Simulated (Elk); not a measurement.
Worked example: self-consistent single point of WS2 (P1, 3 atoms in the cell) in Elk.

Method: LDA (PW92), all-electron FP-LAPW, Elk's shipped species files, default APW+lo basis (Elk).

The change in words: atoms moved at random. Reference geometry:
```xyz
3
Lattice="3.1539 0.0000 0.0000 -1.5770 2.7314 0.0000 0.0000 0.0000 16.7929" Properties=species:S:1:pos:R:3 pbc="T T T"
W      0.0000     0.0000     0.0000
S      0.0000     1.8209    15.2480
S      0.0000     1.8209     1.5450
```

Reference input (self-consistent single point, DFT, LDA (PW92), all-electron FP-LAPW, Elk's shipped species files, default APW+lo basis): stype = 0; swidth = 0.0001 Ha; ngridk = 6 6 1; rmtscf = 0.85; maxscl = 100. This run's input differs from it in these lines:

```diff
@@ -24,7 +24,7 @@
   1
-  0.0000000000  0.0000000000  0.0000000000    0.0 0.0 0.0
+  -0.0020560000  0.0093780000  0.0012420000    0.0 0.0 0.0
   'S.in'
   2
-  0.3333333333  0.6666666667  0.9080000000    0.0 0.0 0.0
-  0.3333333333  0.6666666667  0.0920000000    0.0 0.0 0.0
+  0.3332620000  0.6688510000  0.9080500000    0.0 0.0 0.0
+  0.3354600000  0.6551050000  0.0907080000    0.0 0.0 0.0
```

Output (repeated stretches shortened):

```
│ Self-consistent loop started │
│ Loop number : 1 │
 total energy                :     -16951.3281568
│ Loop number : 2 │
 total energy                :     -16951.6131291
RMS change in Kohn-Sham potential (target) :   0.1188855199     (  0.1000000000E-05)
Absolute change in total energy (target)   :   0.2849723321     (  0.1000000000E-03)
│ Loop number : 3 │
 total energy                :     -16951.5989612
RMS change in Kohn-Sham potential (target) :   0.1064356054     (  0.1000000000E-05)
Absolute change in total energy (target)   :   0.5707519510E-01 (  0.1000000000E-03)
│ Loop number : 4 │
   [... lines left out ...]
Absolute change in total energy (target)   :   0.4556191307E-03 (  0.1000000000E-03)
│ Loop number : 16 │
 total energy                :     -16952.8285407
RMS change in Kohn-Sham potential (target) :   0.1407121605E-06 (  0.1000000000E-05)
Absolute change in total energy (target)   :   0.1462921900E-03 (  0.1000000000E-03)
│ Loop number : 17 │
 total energy                :     -16952.8285177
RMS change in Kohn-Sham potential (target) :   0.1135703776E-06 (  0.1000000000E-05)
Absolute change in total energy (target)   :   0.5963149670E-04 (  0.1000000000E-03)
Convergence targets achieved

│ Loop number : 18 │

Energies :
 Fermi                       :    -0.343682876645E-01
 total energy                :     -16952.8285289

Density of states at Fermi energy :   0.8626748990E-05
 (states/Hartree/unit cell)

Estimated indirect band gap :   0.6298571840E-01
 from k-point      1 to k-point     29
Estimated direct band gap   :   0.6610433098E-01
 at k-point     29

Charges :
 core                        :    66.00000000
 valence                     :    40.00000000
 interstitial                :    7.275426647
 muffin-tins (core leakage)
  species :    1 (W)
   atom    1                 :    71.70197572     (  0.2692698907E-05)
  species :    2 (S)
   atom    1                 :    13.49423631     (  0.6413859315E-03)
   atom    2                 :    13.52836133     (  0.6443434029E-03)
 total in muffin-tins        :    98.72457335
 total calculated charge     :    105.9855490
 total charge                :    106.0000000
 error                       :   0.1445099244E-01

│ Self-consistent loop stopped │
```

The run converged in 18 iterations. The count includes the last loop, which Elk runs after its targets are met. Against the reference run the total energy goes up by 22.7 meV/atom and the gap on the mesh goes from 1.820 to 1.714 eV.

The starting cell comes from a database of computed structures (which also holds hypothetical and non-ambient phases and stackings), without a prior relaxation at this level. Its lattice was rescaled by a random factor within 2.5 % of one. For this run, on top of that: atoms moved at random. Spin-orbit coupling is off. Values depend on the basis (sphere radii, cutoffs, local orbitals), which need not be converged.

Cost on one core of a shared machine: roughly 6 min.
